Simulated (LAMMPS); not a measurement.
Melts of ZnSe (zinc blende) with 25 % of Zn sites Cd cooled to 300 K at several rates.

All values are model results, not measurements: classical MD, pair style sw, file CdTeZnSeHgS0.sw (LAMMPS).

```csv
cooling rate (K/s),energy above the crystal,state,density,coordination number of Se by Zn,rough cost
1e+12,0.139 eV/atom,crystallised,5.18 g/cm³ (one sample),2.89 (counted to 3.14 Å),2.1 core-hours
1e+13,0.285 eV/atom,glass,5.08 g/cm³ (one sample),2.83 (counted to 3.06 Å),16 core-minutes
1e+14,0.351 eV/atom,glass,4.99 g/cm³ (one sample),2.79 (counted to 3.18 Å),6 core-minutes
```

Costs are rough and include melting and analysis.

Caution: the real compound melts congruently only under the pressure of its own vapour and loses its more volatile element when open.

Caution (row 1e+12): the cell keeps the atom count and shape of the starting crystal, which eases freezing.
